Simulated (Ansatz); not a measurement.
## A computed series for TiAl: response to strain

Base system: TiAl (space group P4/mmm, No. 123; a = 2.7662 Å, c = 4.0021 Å; relaxed with 0.1 eV smearing). Axes: x, y, z lie along a, b, c of the conventional cell.

Strains are applied to the cell and any free atomic positions relax; under biaxial strain the out-of-plane vector relaxes too.

The values are results of plane-wave PAW DFT at the LDA level (Ansatz, an electronic-structure program, 420 eV), no spin-orbit coupling, not measurements.

| biaxial strain, plane normal [001], relaxed out of plane (%) | out-of-plane strain (%) |
|---|---|
| -3 | 3.22 |
| -2.5 | 2.69 |
| -2 | 2.15 |
| -1.5 | 1.62 |
| -1 | 1.08 |
| -0.5 | ? |
| 0 | 0.00 |

Problem. Fit ε⊥ = −νε + γε² (strains in %) to the rows shown and predict the withheld row.

Solution. Least squares on the printed values gives ν = 1.08 (the biaxial Poisson response) and γ = -0.003 (largest residual 0.00 %); this predicts 0.54 %, and the run gives 0.55 %, in agreement.

Whether these cells are dynamically stable was not tested. All final runs are without spin polarisation.
